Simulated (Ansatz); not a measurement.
AlCl₃ (C2/m, No. 12) was calculated with rVV10 (Ansatz, a quantum-chemistry and plane-wave program, PAW).

Numerical settings: plane-wave cutoff 520 eV, 8×8×6 k mesh (along the axes of the cell as run), Fermi–Dirac smearing 0.01 eV, scalar-relativistic PAW data made under PBE.

Shape and atoms are relaxed at each volume.

Pressure at four volumes; x = ln(V/22.417 Å³). One pressure is withheld.

| V (Å³/atom) | x | P (GPa) |
|---|---|---|
| 21.521 | -0.0408 | ? |
| 21.969 | -0.0202 | 0.468 |
| 22.417 | 0.0000 | 0.000 |
| 23.314 | 0.0392 | -0.673 |

Question: Pass a parabola P(x) through the three rows shown, estimate the bulk modulus and its pressure derivative near zero pressure, and predict the withheld pressure.

Answer: Slopes between the rows: (0.000 − (0.468))/(0.0000 − (-0.0202)) = -23.17 and (-0.673 − (0.000))/(0.0392 − (0.0000)) = -17.17 GPa. Their difference over the span 0.0594 is c = 6.00/0.0594 = 101.0 GPa, so P(x) = 0.468 + (-23.17)(x − (-0.0202)) + 101.0 (x − (-0.0202))(x − (0.0000)). At the middle row B = −dP/dx = −[-23.17 + 101.0 × 0.0202] = 21.1 GPa, and B′ = dB/dP = 2c/B = 9.6. At x = -0.0408 the parabola gives 1.030 GPa; the run gives 1.035 GPa. The Birch–Murnaghan fit to the energies at all volumes has B0 = 21.0 GPa and B′ = 9.7.

Note: the bulk modulus comes from volumes at which shape and atoms were relaxed.
